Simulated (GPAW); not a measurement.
Band structure of InSb (F-43m, 2 atoms in the cell).

```yaml
crystal:
  lattice:
    - [0.00000, 3.24000, 3.24000]
    - [3.24000, 0.00000, 3.24000]
    - [3.24000, 3.24000, 0.00000]
  atoms:
    - { symbol: In, position: [0.00000, 0.00000, 0.00000] }
    - { symbol: Sb, position: [0.25000, 0.25000, 0.25000] }
```

Method: PBE, GPAW PAW datasets PBE (gpaw-data 1.0.1) (plane waves; GPAW 25.7.0).

Settings: mode = pw; ecut = 550 eV; xc = PBE; kpts = 6 6 6; mesh shift (steps) = 0 0 0; occupations.name = fermi-dirac; occupations.width = 0.05 eV; nbands = -10; convergence.density = 1e-05 e/electron; symmetry.symmorphic = false; symmetry.tolerance = 0.0005; maxiter = 150; bandpath_npoints = 40.

The starting cell has typed, rounded lattice constants, without a prior relaxation at this level. Spin-orbit coupling is off. The run gives no clean gap (levels at the Fermi energy touch, overlap or are partly filled at this smearing), which alone does not show that the compound is a metal.

Levels in eV from the Fermi level, bands 11 to 18:
```json
[
 {"point": "Γ", "11": "-10.73", "12": "-0.22", "13": "-0.04", "14": "-0.04", "15": "-0.04", "16": "2.92", "17": "2.92", "18": "2.92"},
 {"point": "X", "11": "-8.76", "12": "-5.93", "13": "-2.30", "14": "-2.30", "15": "1.32", "16": "1.33", "17": "8.13", "18": "8.13"},
 {"point": "W", "11": "-8.72", "12": "-5.82", "13": "-2.89", "14": "-2.77", "15": "3.48", "16": "3.97", "17": "4.20", "18": "4.92"},
 {"point": "K", "11": "-8.80", "12": "-5.80", "13": "-3.15", "14": "-1.96", "15": "1.60", "16": "3.68", "17": "6.24", "18": "6.42"},
 {"point": "L", "11": "-9.37", "12": "-5.64", "13": "-1.05", "14": "-1.05", "15": "0.51", "16": "3.79", "17": "3.79", "18": "6.09"},
 {"point": "U", "11": "-8.80", "12": "-5.80", "13": "-3.15", "14": "-1.96", "15": "1.60", "16": "3.68", "17": "6.24", "18": "6.42"}
]
```

Bands cross the Fermi level along this path, so the cell is metallic at this level.
